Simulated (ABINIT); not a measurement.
Input and output of a self-consistent single point for La3ScAl8 (R3m, 12 atoms in the cell) (ABINIT)

Level of theory: LDA (PW92), PAW (JTH v2.0 LDA PAW) (plane waves; ABINIT 10.0.3).

The input file:

```
# La3ScAl8, JTH v2.0 LDA PAW
pp_dirpath "./"
pseudos "La.LDA_PW-JTH.xml, Sc.LDA_PW-JTH.xml, Al.LDA_PW-JTH.xml"
acell 18.6900135283 18.6900135283 18.6900135283
rprim
         0.2858858518    0.1650562735    0.9439415799
        -0.2858858518    0.1650562735    0.9439415799
        -0.0000000000   -0.3301125470    0.9439415799
natom 12
ntypat 3
znucl 57 21 13
typat 1 1 1 2 3 3 3 3 3 3 3 3
xred
         0.3745770000    0.3745770000    0.3745770000
         0.9993200000    0.9993200000    0.9993200000
         0.5005570000    0.5005570000    0.5005570000
         0.8749100000    0.8749100000    0.8749100000
         0.9346900000    0.4359800000    0.4359800000
         0.4359800000    0.9346900000    0.4359800000
         0.4359800000    0.4359800000    0.9346900000
         0.4419300000    0.9385800000    0.9385800000
         0.9385800000    0.4419300000    0.9385800000
         0.9385800000    0.9385800000    0.4419300000
         0.1879330000    0.1879330000    0.1879330000
         0.6870100000    0.6870100000    0.6870100000
ecut 30 Ha
pawecutdg 60 Ha
ixc 7
occopt 3
tsmear 0.1 eV
nband 43
kptopt 1
ngkpt 4 4 4
nshiftk 1
shiftk 0 0 0
nstep 50
tolvrs 1.0e-11
prtwf 0
prtden 0
prtvol 1
enunit 2
```

The program printed (abridged):

```
 Symmetries : space group R3 m (#160); Bravais hR (rhombohedral)

 -outvars: echo values of preprocessed input variables --------
            acell      1.8690013528E+01  1.8690013528E+01  1.8690013528E+01 Bohr
             ecut      3.00000000E+01 Hartree
           enunit           2
              ixc           7
         kptrlatt        4    0    0      0    4    0      0    0    4
          kptrlen      4.27456835E+01
            natom          12
            nband          43
            ngfft          96      96      96
          ngfftdg         135     135     135
             nkpt          13
            nstep          50
             nsym           6
           ntypat           3
           occopt           3
        pawecutdg      6.00000000E+01 Hartree
            rprim      2.8588585180E-01  1.6505627350E-01  9.4394157990E-01
                      -2.8588585180E-01  1.6505627350E-01  9.4394157990E-01
                      -0.0000000000E+00 -3.3011254700E-01  9.4394157990E-01
          spgroup         160
           tolvrs      1.00000000E-11
           tsmear      3.67493254E-03 Hartree
            typat      1  1  1  2  3  3  3  3  3  3  3  3
           useylm           1
             xred      3.7457700000E-01  3.7457700000E-01  3.7457700000E-01
                       9.9932000000E-01  9.9932000000E-01  9.9932000000E-01
                       5.0055700000E-01  5.0055700000E-01  5.0055700000E-01
                       8.7491000000E-01  8.7491000000E-01  8.7491000000E-01
                       9.3469000000E-01  4.3598000000E-01  4.3598000000E-01
                       4.3598000000E-01  9.3469000000E-01  4.3598000000E-01
                       4.3598000000E-01  4.3598000000E-01  9.3469000000E-01
                       4.4193000000E-01  9.3858000000E-01  9.3858000000E-01
                       9.3858000000E-01  4.4193000000E-01  9.3858000000E-01
   [... lines left out ...]

== DATASET  1 ==================================================================

 Exchange-correlation functional for the present dataset will be:
  LDA: Perdew-Wang 92 LSD fit to Ceperley-Alder data - ixc=7
 Citation for XC functional:
  J.P.Perdew and Y.Wang, PRB 45, 13244 (1992)

 Real(R)+Recip(G) space primitive vectors, cartesian coordinates (Bohr,Bohr^-1):
 R(1)=  5.3432104  3.0849040 17.6422809  G(1)=  0.0935767  0.0540265  0.0188940
 R(2)= -5.3432104  3.0849040 17.6422809  G(2)= -0.0935767  0.0540265  0.0188940
 R(3)=  0.0000000 -6.1698080 17.6422809  G(3)=  0.0000000 -0.1080531  0.0188940
 Unit cell volume ucvol=  1.7448171E+03 bohr^3
 Angles (23,13,12)=  3.32236150E+01  3.32236150E+01  3.32236150E+01 degrees

 Coarse grid specifications (used for wave-functions):

 getcut: wavevector=  0.0000  0.0000  0.0000  ngfft=  96  96  96
         ecut(hartree)=     30.000   => boxcut(ratio)=   2.08327

 Fine grid specifications (used for densities):

 getcut: wavevector=  0.0000  0.0000  0.0000  ngfft= 135 135 135
         ecut(hartree)=     60.000   => boxcut(ratio)=   2.05615

   1.15739843E+04                                ecore*ucvol(ha*bohr**3)

_setup2: Arith. and geom. avg. npw (full set) are   13693.578   13693.565
--- !BeginCycle
solver: {iscf: 17, nstep: 50, nline: 4, wfoptalg: 10, }
tolerances: {tolvrs: 1.00E-11, }
...

     iter   Etot(hartree)      deltaE(h)  residm     nres2
 ETOT  1  -156.02300992212    -1.560E+02 1.393E+00 1.666E+03
 ETOT  2  -162.88606104144    -6.863E+00 1.727E-01 1.329E+03
 ETOT  3  -161.54954098673     1.337E+00 7.261E-02 4.835E+02
 ETOT  4  -161.11444143479     4.351E-01 1.836E-02 1.617E+02
 ETOT  5  -161.03333978041     8.110E-02 7.025E-03 9.883E+01
 ETOT  6  -160.89687437985     1.365E-01 5.347E-03 6.956E+00
   [... 13 lines left out ...]
 ETOT 20  -160.89194258332    -1.020E-11 2.602E-04 1.540E-09
 ETOT 21  -160.89194258333    -1.583E-11 4.867E-04 2.857E-10
 ETOT 22  -160.89194258335    -1.964E-11 1.597E-04 4.037E-10
 ETOT 23  -160.89194258337    -1.518E-11 3.587E-04 1.677E-10
 ETOT 24  -160.89194258338    -1.577E-11 1.089E-04 9.276E-12
 At SCF step   24       nres2   =  9.28E-12 < tolvrs=  1.00E-11 =>converged.

 Cartesian components of stress tensor (hartree/bohr^3)
  sigma(1 1)=  1.26236416E-04  sigma(3 2)=  0.00000000E+00
  sigma(2 2)=  1.26236416E-04  sigma(3 1)=  0.00000000E+00
  sigma(3 3)=  1.36800052E-04  sigma(2 1)=  0.00000000E+00

 ----iterations are completed or convergence reached----

 reduced coordinates (array xred) for   12 atoms
       0.374577000000      0.374577000000      0.374577000000
       0.999320000000      0.999320000000      0.999320000000
       0.500557000000      0.500557000000      0.500557000000
       0.874910000000      0.874910000000      0.874910000000
       0.934690000000      0.435980000000      0.435980000000
       0.435980000000      0.934690000000      0.435980000000
       0.435980000000      0.435980000000      0.934690000000
       0.441930000000      0.938580000000      0.938580000000
       0.938580000000      0.441930000000      0.938580000000
       0.938580000000      0.938580000000      0.441930000000
       0.187933000000      0.187933000000      0.187933000000
       0.687010000000      0.687010000000      0.687010000000
 cartesian forces (eV/Angstrom) at end:
    1     -0.00000000000000    -0.00000000000000    -0.00749470062996
    2     -0.00000000000000    -0.00000000000000     0.03193622404121
    3     -0.00000000000000    -0.00000000000000    -0.00321311111739
    4     -0.00000000000000     0.00000000000000     0.00333605001072
    5     -0.01170278779064    -0.00675660768096    -0.02823949940337
    6      0.01170278779064    -0.00675660768096    -0.02823949940337
    7     -0.00000000000000     0.01351321536192    -0.02823949940337
    8     -0.01850215773298    -0.01068222574735     0.03020168309022
    9      0.01850215773298    -0.01068222574735     0.03020168309022
   10     -0.00000000000000     0.02136445149471     0.03020168309022
   11     -0.00000000000000    -0.00000000000000    -0.00827270093722
   12      0.00000000000000    -0.00000000000000    -0.02217831242789
 frms,max,avg= 1.5549057E-02 3.1936224E-02   0.000E+00  0.000E+00 -2.937E-04 e/A
   [... lines left out ...]
 Fermi (or HOMO) energy (hartree) =   0.24668   Average Vxc (hartree)=  -0.37397
 Fermi (or HOMO) energy (eV) =   6.71238   Average Vxc (eV)= -10.17624
   [... lines left out ...]
 -42.63315  -25.88493  -25.65073  -25.54929  -21.53569  -21.53250  -21.53250   -9.96055
  -9.96055   -9.81335   -9.54798   -9.35084   -9.35084   -9.18341   -9.18341   -9.14235
  -1.98332   -0.68566    0.39010    2.92385    2.92385    3.18228    3.71776    3.79693
   3.86360    3.86360    4.52645    4.52645    4.62120    4.64968    4.64968    5.18747
   5.18747    6.49548    6.72678    6.72678    7.67765    7.96725    7.96725    8.34081
   8.53674    8.53953    8.65040
 prteigrs : prtvol=0 or 1, do not print more k-points.

--- !EnergyTerms
comment             : Components of total free energy in Hartree
kinetic             :  4.23632677360575E+01
hartree             :  2.92314202005503E+01
xc                  : -4.31178882690236E+01
Ewald energy        : -1.29949797004524E+02
psp_core            :  6.63335093391205E+00
local_psp           : -8.25913772161461E+01
spherical_terms     :  1.65482318718507E+01
internal            : -1.60882791747323E+02
'-kT*entropy'       : -9.15112763930152E-03
total_energy        : -1.60891942874963E+02
total_energy_eV     : -4.37809241755180E+03
...

-Cartesian components of stress tensor (GPa)         [Pressure= -3.8176E+00 GPa]
- sigma(1 1)=  3.71400296E+00  sigma(3 2)=  0.00000000E+00
- sigma(2 2)=  3.71400295E+00  sigma(3 1)=  0.00000000E+00
- sigma(3 3)=  4.02479582E+00  sigma(2 1)=  0.00000000E+00

 Calculation completed.
```

The run converged in 24 iterations.

The starting cell comes from a database of computed structures (which also holds hypothetical and non-ambient phases and stackings), without a prior relaxation at this level. With a pressure of about -4 GPa the cell is away from its equilibrium volume at this level.

These are the values that this program gave, and no reference: the one-centre exchange-correlation terms come from a truncated expansion.

Cost on one core of a shared machine: roughly 30 min.
